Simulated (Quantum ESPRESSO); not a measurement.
## Parameter sweep on Mo2WSe6 (P3m1, 9 atoms in the cell)

```
CELL_PARAMETERS angstrom
      3.39342     0.00000     0.00000
     -1.69671     2.93878     0.00000
      0.00000     0.00000    31.30420
ATOMIC_POSITIONS crystal
  Mo 0.00000 0.00000 0.11563
  Mo 0.33333 0.66667 0.34700
  W  0.00000 0.00000 0.57834
  Se 0.00000 0.00000 0.40145
  Se 0.33333 0.66667 0.06115
  Se 0.33333 0.66667 0.52357
  Se 0.33333 0.66667 0.17014
  Se 0.33333 0.66667 0.63309
  Se 0.00000 0.00000 0.29248
```

Base run A: LDA (PZ), GBRV 1.5 ultrasoft (LDA) pseudopotentials (Quantum ESPRESSO), self-consistent single point.

Its settings: ecutwfc = 40 Ry; ecutrho = 320 Ry; occupations = smearing; smearing = fd; degauss = 0.00147 Ry; potentials = {Mo: mo_lda_v1.uspp.F.UPF, W: w_lda_v1.2.uspp.F.UPF, Se: se_lda_v1.uspp.F.UPF}; K_POINTS = automatic 5 5 1 0 0 0; conv_thr = 1e-10 Ry; mixing_beta = 0.7.

The starting cell comes from a database of computed structures (which also holds hypothetical and non-ambient phases and stackings), without a prior relaxation at this level. Its lattice was rescaled by a random factor within 2.5 % of one. Spin-orbit coupling is off. In the base run, with a pressure of about -8 GPa the cell is away from its equilibrium volume at this level. In the base run, forces exceed 1 eV/Å.

ΔF is the free energy per atom less that of run A. 

Run A gave: pressure (GPa) -8.41; largest force (eV/Å) 1.575; gap on the mesh (eV) 1.278; iterations 46.

Runs:
- B: mixing_beta = 0.05
- C: mixing_beta = 0.1
- D: mixing_beta = 0.2
- E: mixing_beta = 0.3

Task: Which runs reach the base run's state, and which is quickest in iterations?

Result: Runs B, C, D, E gave the same state as A (within 1 meV/atom). The fewest iterations to that state were 33 (E); the most were 57.

```csv
run,ΔF (meV/atom),pressure (GPa),largest force (eV/Å),gap on the mesh (eV),iterations
A,0.00,-8.41,1.575,1.278,46
B,0.00,-8.41,1.575,1.278,57
C,0.00,-8.41,1.575,1.278,38
D,0.00,-8.41,1.575,1.278,41
E,0.00,-8.41,1.575,1.278,33
```
